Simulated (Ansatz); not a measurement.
Worked example: self-consistent single point of SbAs (R3m, 2 atoms in the cell) in Ansatz (a quantum-chemistry and plane-wave program).

Level of theory: LDA (PW92), default PAW files made with PBE (plane waves; Ansatz).

```yaml
crystal:
  lattice:
    - [2.02662, 1.17007, 3.70544]
    - [-2.02662, 1.17007, 3.70544]
    - [0.00000, -2.34014, 3.70544]
  atoms:
    - { symbol: Sb, position: [0.23360, 0.23360, 0.23360] }
    - { symbol: As, position: [0.77090, 0.77090, 0.77090] }
```

Reference input (self-consistent single point, DFT, LDA (PW92), plane waves, default PAW files made with PBE): basis.ecutwfc = 420 eV; kpoints.mp_grid.grid = 10 10 10; hamiltonian.xc = lda; hamiltonian.pseudopotentials = {kind: paw} (the program's default PAW files); scf.occupations.method = fermi_dirac; scf.occupations.width = 0.1 eV. This run's input differs from it in these lines:

Ansatz 0.2 input:
```diff
@@ -10,3 +10,3 @@
 basis:
-  ecutwfc: 420.0
+  ecutwfc: 1010.0
 kpoints:
```

Output, abridged:

```
SCF iter   1: F=—  HF=-11109.479562 eV  |F-HF|=—  |Δ(HF+E_count)|=         —  Δρ=5.88e-3  dr2=1.11e-2  ethr=1.77e-3  ⟨swp⟩=5.9  Hψ=11829  notcnv=0
all-band conjugate gradients solve this SCF's bands
preconditioner: auto → Kerker (q_TF=auto, 2.484 Å⁻¹)
SCF iter   2: F=—  HF=-11109.475926 eV  |F-HF|=—  |Δ(HF+E_count)|=   3.64e-3  Δρ=3.21e-3  dr2=3.28e-3  ethr=3.71e-5  ⟨swp⟩=1.1  Hψ=3146  notcnv=0
SCF iter   3: F=—  HF=-11109.474869 eV  |F-HF|=—  |Δ(HF+E_count)|=   1.06e-3  Δρ=5.34e-4  dr2=2.10e-4  ethr=1.09e-5  ⟨swp⟩=2.0  Hψ=3368  notcnv=0
SCF iter   4: F=—  HF=-11109.474788 eV  |F-HF|=—  |Δ(HF+E_count)|=   8.09e-5  Δρ=2.08e-4  dr2=3.19e-5  ethr=7.00e-7  ⟨swp⟩=2.0  Hψ=3920  notcnv=0
SCF iter   5: F=—  HF=-11109.474777 eV  |F-HF|=—  |Δ(HF+E_count)|=   1.15e-5  Δρ=4.98e-5  dr2=2.04e-6  ethr=1.06e-7  ⟨swp⟩=2.0  Hψ=3948  notcnv=0
SCF iter   6: F=—  HF=-11109.474776 eV  |F-HF|=—  |Δ(HF+E_count)|=   7.71e-7  Δρ=2.07e-5  dr2=3.96e-7  ethr=6.79e-9  ⟨swp⟩=2.0  Hψ=3722  notcnv=0
SCF iter   7: F=-11109.474776 eV  HF=-11109.474776 eV  |F-HF|=1.34e-8  |Δ(HF+E_count)|=   1.48e-7  Δρ=8.25e-6  dr2=4.86e-8  ethr=3.33e-10  ⟨swp⟩=6.6  Hψ=11125  notcnv=0
SCF 1 converged in 7 iterations: F = -11109.474776 eV  dr2 = 4.86e-8
Free energy (F): -11109.474776 eV
Internal energy: -11109.464781 eV  (E = F + TS)
E sigma→0 (E₀):  -11109.469778 eV
Entropy (-TS):   -0.009994 eV (-4.997 meV/atom)
Fermi energy:    9.687206 eV
--- Forces (eV/Å), atoms counted from 1 ---
  atom   1  Sb     0.00000000    -0.00000001    -0.20707347
  atom   2  As     0.00000000     0.00000001     0.20707816
--- Stress (GPa, compression-positive) ---
       -3.042394      -0.000000       0.000000
       -0.000000      -3.042394      -0.000000
        0.000000      -0.000000      -4.150874
  P = ⅓ Tr σ = -3.4119 GPa (-34.119 kbar)
  The stress holds the Pulay correction. Without it, at fixed plane waves, as pw.x and ABINIT print it: P = -3.4125 GPa
```

The run converged in 7 iterations. Against the reference run the free energy drops by 1.5 meV/atom, the pressure stays at -3.41 GPa and the largest force stays at 0.207 eV/Å.

The starting cell comes from a database of computed structures (which also holds hypothetical and non-ambient phases and stackings), without a prior relaxation at this level. Its lattice was rescaled by up to half a per cent. One atom was moved a little off its site on purpose. Ansatz's pressure includes its estimate of the finite-basis (Pulay) stress. The run gives no clean gap (levels at the Fermi energy touch, overlap or are partly filled at this smearing), which alone does not show that the compound is a metal.
